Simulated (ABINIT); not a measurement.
ABINIT run on Si (Fd-3m, 2 atoms in the cell): self-consistent single point.

Computed with PBE, norm-conserving pseudopotentials (PseudoDojo nc-sr-05 PBE standard) (plane waves; ABINIT).

```
Si
1.0
    0.00000     2.72566     2.72566
    2.72566     0.00000     2.72566
    2.72566     2.72566     0.00000
Si
2
Direct
  0.25000   0.25000   0.25000
  0.00000   0.00000   0.00000
```

Reference input (self-consistent single point, DFT, PBE, plane waves, norm-conserving pseudopotentials (PseudoDojo nc-sr-05 PBE standard)): pseudos = [Si.upf]; ecut = 18 Ha; occopt = 3; tsmear = 0.02 eV; ngkpt = 8 8 8; nshiftk = 1; shiftk = 0 0 0; potentials = PseudoDojo nc-sr-05 PBE standard; nband = 9; kptopt = 1; nstep = 50; tolvrs = 1e-10. This run's input differs from it in these lines:

```diff
@@ -21,3 +21,3 @@
 kptopt 1
-ngkpt 8 8 8
+ngkpt 6 6 6
 nshiftk 1
```

Log, with long lists cut:

```
--- !BeginCycle
solver: {iscf: 7, nstep: 50, nline: 4, wfoptalg: 0, }
tolerances: {tolvrs: 1.00E-10, }
...

     iter   Etot(hartree)      deltaE(h)  residm     vres2
 ETOT  1  -8.4564727840748    -8.456E+00 2.155E-02 6.319E+00
 ETOT  2  -8.4616296563684    -5.157E-03 3.443E-03 1.859E-01
 ETOT  3  -8.4616755638974    -4.591E-05 3.449E-04 1.910E-03
 ETOT  4  -8.4616757962394    -2.323E-07 1.832E-04 1.304E-04
 ETOT  5  -8.4616758109890    -1.475E-08 7.473E-05 1.510E-06
 ETOT  6  -8.4616758110730    -8.409E-11 7.385E-05 1.013E-08
 ETOT  7  -8.4616758110737    -6.626E-13 5.946E-05 1.294E-10
 ETOT  8  -8.4616758110736     1.510E-13 1.067E-04 8.093E-13
 At SCF step    8       vres2   =  8.09E-13 < tolvrs=  1.00E-10 =>converged.

 Cartesian components of stress tensor (hartree/bohr^3)
  sigma(1 1)= -3.13227190E-05  sigma(3 2)=  0.00000000E+00
  sigma(2 2)= -3.13227190E-05  sigma(3 1)=  0.00000000E+00
  sigma(3 3)= -3.13227190E-05  sigma(2 1)=  0.00000000E+00

 ----iterations are completed or convergence reached----

 reduced coordinates (array xred) for    2 atoms
       0.250000000000      0.250000000000      0.250000000000
       0.000000000000      0.000000000000      0.000000000000
 cartesian forces (eV/Angstrom) at end:
    1     -0.00000000000000     0.00000000000000    -0.00000000000000
    2      0.00000000000000    -0.00000000000000     0.00000000000000
 frms,max,avg= 2.7239467E-29 2.8876906E-29   0.000E+00  0.000E+00  0.000E+00 e/A
   [... lines left out ...]
 Fermi (or HOMO) energy (hartree) =   0.16945   Average Vxc (hartree)=  -0.33965
   [... lines left out ...]
total_energy        : -8.46167581107356E+00
total_energy_eV     : -2.30253908593999E+02
band_energy         : -2.27717137991577E-01
...

-Cartesian components of stress tensor (GPa)         [Pressure=  9.2155E-01 GPa]
- sigma(1 1)= -9.21546055E-01  sigma(3 2)=  0.00000000E+00
- sigma(2 2)= -9.21546055E-01  sigma(3 1)=  0.00000000E+00
- sigma(3 3)= -9.21546055E-01  sigma(2 1)=  0.00000000E+00

 Calculation completed.
```

The run converged in 8 iterations. Against the reference run the free energy rises by 10.0 meV/atom, the pressure moves little (0.86 to 0.92 GPa) and the gap on the mesh goes from 0.631 to 0.728 eV.

The starting cell comes from a database of computed structures (which also holds hypothetical and non-ambient phases and stackings), without a prior relaxation at this level. Its lattice was rescaled by a random factor within 2.5 % of one. Another mesh or the band path of this cell gives a smaller gap, so this value is not converged in the mesh.
